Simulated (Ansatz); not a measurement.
Input:

```xyz
5
Lattice="4.5423 0.0000 0.0000 0.0000 4.5423 0.0000 0.0000 0.0000 4.5423" Properties=species:S:1:pos:R:3 pbc="T T T"
Na     0.0000     2.2711     2.2711
Na     2.2711     0.0000     2.2711
Na     2.2711     2.2711     0.0000
Br     0.0000     0.0000     0.0000
O      2.2711     2.2711     2.2711
```

Level of theory: PBEsol, rigid bands (plane waves, PAW, scalar-relativistic; Ansatz, a first-principles code). Cell: cell and atoms relaxed with PBEsol.

**Question.** Predict the electron conductivity mass (n e² τ/σ) at 300 K, by direction if it differs.

**Answer.** 0.31 mₑ.

**Question.** And the band gap?

**Answer.** 1.94 eV at this level; semilocal functionals usually fall short of the measured gap.

Rigid bands, one relaxation time for all states, no polarons. Spin-orbit coupling is left out; where it splits the top of the valence band it changes the hole mass and lowers the gap by about a third of the splitting.

Computed structure with no diffraction record at hand here (it may be known, metastable or hypothetical): Na3OBr (Pm-3m).
